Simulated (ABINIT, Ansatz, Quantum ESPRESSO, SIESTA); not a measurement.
ReTc (P-6m2, 2 atoms in the cell) computed with different codes at matched settings

Self-consistent single point, at a second geometry (lattice scaled by 0.98). First geometry:

```xyz
2
Lattice="2.7493 0.0000 0.0000 -1.3746 2.3810 0.0000 0.0000 0.0000 4.4403" Properties=species:S:1:pos:R:3 pbc="T T T"
Tc     1.3747     0.7937     0.0000
Re     0.0000     0.0000     2.2201
```

Shared settings, as Ansatz (a quantum-chemistry and plane-wave program) writes them: kpoints.mp_grid.grid = 11 11 6; scf.occupations.method = gaussian; scf.occupations.width = 0.2 eV. Potentials and cutoffs stand in the table.

```
code                                                                                                                                      model  ΔF from the first geometry (meV/atom)  pressure (GPa)       cutoff
----------------  -----------------------------------------------------------------------------------------------------------------------------  -------------------------------------  --------------  -----------
SIESTA            GGA PBEsol, numerical atomic orbitals DZP, PseudoDojo PBEsol standard norm-conserving potentials (rewritten from UPF to PSML)                                   14.3           15.77  grid 400 Ry
Quantum ESPRESSO                                                                           PBEsol, GBRV 1.5 ultrasoft (PBESOL) pseudopotentials                                   25.9           16.37        40 Ry
ABINIT                                                                                       PBEsol, PAW (JTH v2.0 PBE PAW, files made for PBE)                                   27.1           16.60       544 eV
Ansatz                                                                                                                        PBEsol, PAW files                                   26.2           17.04      default
```

For Quantum ESPRESSO (by 0.6 GPa) and ABINIT (by 0.6 GPa) the energy change implies a higher mean pressure, against the two pressures, than for the other programs: a sign of finite-basis (Pulay) stress.

On Ansatz's run: spin-orbit coupling is off. Spin polarisation is off.

The spread over the programs that give each value: ΔF from the first geometry within 12.8 meV/atom; pressure within 1.27 GPa.

SIESTA uses small atom-centred bases, whose incompleteness enters pressures, forces and empty levels differently from a plane-wave cutoff. Ansatz's pressure is given at a fixed set of plane waves, as the other plane-wave codes print theirs.

The starting cell comes from a database of computed structures (which also holds hypothetical and non-ambient phases and stackings), without a prior relaxation at this level. For this run, on top of that: lattice scaled by 0.98.

Left out of this page: Elk and FLEUR (not drawn, or without a comparable value).

Keys are those of Ansatz 0.2.
